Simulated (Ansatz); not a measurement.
Take Cs in the bcc (W type) structure (space group Im-3m, No. 229) as the base.

```cif
data_Cs2
_chemical_formula_sum 'Cs2'
_space_group_name_H-M_alt 'Im-3m'
_space_group_IT_number 229
_space_group_name_Hall '-I 4 2 3'
_cell_length_a 6.15698
_cell_length_b 6.15698
_cell_length_c 6.15698
_cell_angle_alpha 90.000
_cell_angle_beta 90.000
_cell_angle_gamma 90.000
loop_
_atom_site_label
_atom_site_type_symbol
_atom_site_symmetry_multiplicity
_atom_site_Wyckoff_symbol
_atom_site_fract_x
_atom_site_fract_y
_atom_site_fract_z
_atom_site_occupancy
Cs1 Cs 2 a 0.00000 0.00000 0.00000 1
```
(The calculation used a cell of 1 atom; values per cell refer to that cell.)

Calculations: plane-wave PAW DFT at the PBE level (Ansatz, a program for electronic structure, 420 eV), scalar-relativistic without spin-orbit coupling.

For the base:

- Lattice parameter a: 11.635 bohr

Perturbation: Na takes the place of Cs on all its sites, then cell and atoms are relaxed.

Question: How does this affect the lattice parameter a?

Answer: The lattice parameter a decreases by 3.707 bohr to 7.928 bohr.

Stability against distortions was not tested. All final runs are without spin polarisation.
